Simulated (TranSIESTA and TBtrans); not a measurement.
Device: Pb chain with one H atom inserted. Leads: straight Pb chain, spacing 2.85 Å. Geometry: 3 atoms about the centre moved by SIESTA (PBE, DZP) to a largest force of 0.01 eV/Å, all others as built, motion along the axis alone. Transport runs along z; the first 4 and the last 4 of the 15 atoms are the lead cells, repeated to infinity.

```xyz
15
Lattice="9.000 0.000 0.000 0.000 9.000 0.000 0.000 0.000 40.700" Properties=species:S:1:pos:R:3 pbc="F F T"
Pb     4.500     4.500     0.000
Pb     4.500     4.500     2.850
Pb     4.500     4.500     5.700
Pb     4.500     4.500     8.550
Pb     4.500     4.500    11.400
Pb     4.500     4.500    14.250
Pb     4.500     4.500    17.021
H      4.500     4.500    18.925
Pb     4.500     4.500    20.829
Pb     4.500     4.500    23.600
Pb     4.500     4.500    26.450
Pb     4.500     4.500    29.300
Pb     4.500     4.500    32.150
Pb     4.500     4.500    35.000
Pb     4.500     4.500    37.850
```

Run with TranSIESTA and TBtrans (open boundaries, self-consistent; PseudoDojo norm-conserving potentials, scalar-relativistic): PAO.BasisSize DZP, PAO.EnergyShift 0.15 eV, XC.Authors PBE, Mesh.Cutoff 200 Ry, ElectronicTemperature 300 K, TS.Voltage 0.0 eV, TBT.Elecs.Eta 0.001 eV, no spin polarisation.

Energies count from the leads' Fermi level. Transmissions are for one spin of a degenerate pair. The energy step is 0.01 eV; narrower resonances are cut or missed.

| E (eV) | T |
|---|---|
| -0.20 | 2.02 |
| -0.15 | 2.05 |
| -0.10 | 2.06 |
| -0.05 | 2.06 |
| 0.00 | 2.05 |
| 0.05 | 2.02 |
| 0.10 | 2.00 |
| 0.15 | 1.96 |
| 0.20 | 1.92 |

**Question.** Give the zero-bias conductance in μS and the resistance at 300 K.

**Answer.** At the Fermi level T = 2.05. Averaged with −∂f/∂E over the full grid (kT = 25.9 meV) it is 2.04. With G0 = 2e²/h = 77.48 μS, G = 158 μS and R = 1/G = 6.33 kΩ.

**Question.** The eigenchannels at the Fermi level transmit 0.925, 0.561, 0.561. What Fano factor of the shot noise follows at low temperature and bias?

**Answer.** F = Σ τ(1 − τ)/Σ τ = 0.562/2.05 = 0.27.

The straight chain is held at its spacing; free chains may zigzag or dimerise. No spin-polarised start was tried, so a magnetic state, if there is one, is missed. Spin-orbit coupling, left out here, matters for the heavy atoms.
